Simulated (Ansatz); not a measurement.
HgTe: strain along the normal

HgTe (zinc blende, F-43m, 35.494 Å³/atom and stress up to 0.01 GPa in the relaxed cell) under an equal strain ε in the (001) plane with the normal axis free, as in a coherent film. r2SCAN in Ansatz, a plane-wave DFT program (PAW, default set), 500 eV, 12×12×12 Γ-centred mesh, Fermi-Dirac smearing 0.05 eV; ions are relaxed, or left where forces stay under 0.02 eV/Å, within the symmetry of each cell. Against the start cell, which lies near the measured one, the relaxed cell differs by 5.3 % in volume; the values below rest on it.

Here s stands for strain and y for normal strain.

| strain (%) | normal strain (%) |
|---|---|
| -1.50 | 2.05 |
| -1.00 | 1.37 |
| -0.50 | 0.69 |
| 0.00 | 0.00 |
| 0.50 | -0.69 |
| 1.00 | -1.39 |
| 1.50 | -2.10 |
| 3.00 | ? |

Task: Using a straight line, estimate the missing y at s = 3.00 from the other rows, showing the fit.

Result: Means: s 0, y -0.010. About the means, the sum of products is -9.6750 and the sum of squares of s is 7.0000; the slope is their ratio. Least squares gives y = -0.010 - 1.3821·s. Residuals (row less fit): -0.013, -0.002, 0.009, 0.010, 0.011, 0.002, -0.017; standard error 0.012 (degrees of freedom: 5). The slope, -1.382 ± 0.005, is the elastic response of the normal axis, −2C12/C11 for this plane. At the withheld row, y = -0.010 - 1.3821 × 3.0 = -4.156%. The calculation gives -4.24%, 0.084% below the prediction (1.3 % of the range of y in the table). The row lies outside the fitted rows, so this is an extrapolation. From the scatter of the fitted rows alone, a prediction at this place has a standard error of 0.019%, so the miss is 4.4 times that.

A polynomial of degree 2 through the 12 other runs of the series gives -4.25 there, so most of the miss is curvature that the fit leaves out. This level leaves no gap over 0.05 eV at strain -1.50, -1.00, -0.50, 0.00, 0.50, 3.00 %. Spin-orbit coupling is left out, which can shift these values for the heavy elements here. Rows are the converged runs of the series near zero and its far end; series whose fitted rows scatter by over a few per cent of the range, as at a crossing or softening among them, aren't shown in this form, nor equations of state whose B0' disagrees with the runs' pressures. Most that stay on the fit to the last digits aren't either.
